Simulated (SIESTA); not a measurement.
## Convergence study of the SCF threshold for Pb (Fm-3m, 1 atom in the cell)

```
CELL_PARAMETERS angstrom
      0.00000     2.46758     2.46758
      2.46758     0.00000     2.46758
      2.46758     2.46758     0.00000
ATOMIC_POSITIONS crystal
  Pb 0.00000 0.00000 0.00000
```

Method: SIESTA 5.4.2 with GGA PBE, numerical atomic orbitals DZP, PseudoDojo PBE standard norm-conserving potentials (rewritten from UPF to PSML).

Base settings: XC.functional = GGA; XC.authors = PBE; potentials = PseudoDojo PBE standard; PAO.BasisSize = DZP; PAO.EnergyShift = 0.01 Ry; MeshCutoff = 300 Ry; kgrid.MonkhorstPack = 12 12 12; OccupationFunction = MP; OccupationMPOrder = 0; ElectronicTemperature = 100 meV.

In this ladder: SCF.DM.Tolerance = default; SCF.DM.Converge = false; SCF.H.Converge = false; SCF.FreeE.Converge = true.

The mesh stays at the base's, so the ladder's end is converged at best in this setting alone.

Only quantities that move along the ladder and can be compared are tabulated.

The starting cell has typed, rounded lattice constants, without a prior relaxation at this level. Its lattice was rescaled by up to half a per cent. Values carry the incompleteness of an atom-centred basis. In the base run, with a pressure of about 5 GPa the cell is away from its equilibrium volume at this level.

Steps (SCF.FreeE.Tolerance): 1.0E-01 eV; 1.0E-02 eV; 1.0E-03 eV; 1.0E-04 eV; 1.0E-05 eV; 1.0E-06 eV; 1.0E-07 eV; 1.0E-08 eV; 1.0E-10 eV; 1.0E-12 eV.

Problem. What is the coarsest SCF.FreeE.Tolerance that holds the free energy within 1 meV/atom of the last step, with all finer ones?

Solution. 1.0E-02 eV; the step before is off by 74 meV/atom.

Problem. What is the coarsest SCF.FreeE.Tolerance that holds the pressure within 0.2 GPa of the last step, with all finer ones?

Solution. 1.0E-02 eV; the step before is off by 0.28 GPa.

| SCF.FreeE.Tolerance | free energy less the last step's (meV/atom) | pressure (GPa) |
|---|---|---|
| 1.0E-01 eV | 74.01 | 4.37 |
| 1.0E-02 eV | 0.13 | 4.64 |
| 1.0E-03 eV | 0.13 | 4.64 |
| 1.0E-04 eV | 0.00 | 4.66 |
| 1.0E-05 eV | 0.00 | 4.66 |
| 1.0E-06 eV | 0.00 | 4.66 |
| 1.0E-07 eV | 0.00 | 4.66 |
| 1.0E-08 eV | 0.00 | 4.66 |
| 1.0E-10 eV | 0.00 | 4.66 |
| 1.0E-12 eV | 0.00 | 4.66 |
